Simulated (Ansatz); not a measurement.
**InP, response to strain**

Take InP in the zinc blende structure (space group F-43m, No. 216; a = 5.907 Å) as the base.

Strains are applied to the cell and any free atomic positions relax.

Method: r2SCAN in Ansatz (plane waves to 500 eV, PAW, without spin-orbit coupling).

```tsv
isotropic strain (%)	band gap (eV)
0	1.03
0.5	0.94
1	0.85
1.5	?
2	0.68
2.5	0.60
3	0.51
```

Fit E_g = E₀ + Dε (ε in %) to the rows shown and predict the withheld row.

Least squares on the printed values gives E₀ = 1.03 eV, D = -172 meV per % of strain (largest residual 0.00 eV); this predicts 0.77 eV, and the run gives 0.77 eV, in agreement.

No phonon test of stability was made.

Ansatz is a first-principles code.
